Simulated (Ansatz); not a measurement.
# Pressure series in Se

The reference is Se (space group P3_121, No. 152; a = 4.535 Å, c = 5.041 Å; made of chains).

Cell and atoms are relaxed at each pressure.

All numbers come from plane-wave PAW DFT at the PBE level (Ansatz, a quantum-chemistry and plane-wave program, 420 eV), no spin-orbit coupling.

```
change            volume per atom  smallest direct gap                   gap character  band gap
----------------  ---------------  -------------------  ------------------------------  --------
base                     29.92 Å³              1.24 eV                 indirect, L → H   1.04 eV
pressure 0.3 GPa         28.34 Å³              1.08 eV                 indirect, L → H   0.91 eV
pressure 0.7 GPa         27.13 Å³              0.93 eV  indirect, L–H (40 % along) → H   0.80 eV
pressure 1.5 GPa         25.67 Å³              0.72 eV  indirect, L–H (67 % along) → H   0.62 eV
pressure 3 GPa           24.07 Å³              0.47 eV  indirect, L–H (83 % along) → H   0.42 eV
pressure 10 GPa          20.89 Å³                    –                               –      zero
```

From pressure 10 GPa on, the axis ratios lie over 15 % from the base's, so the cell there is far from its starting form. Load acts through the strain it causes; cell and atoms are relaxed under it. Stability against distortions was not tested. No other phases were tried under pressure. No dispersion term is included, though the crystal is made of layers, chains or molecules, so its spacings can come out too wide. Gaps under 0.05 eV, about the width of the smearing, are given as zero. A zero or small gap of Se under pressure 10 GPa can be the functional's error rather than a property of the material.
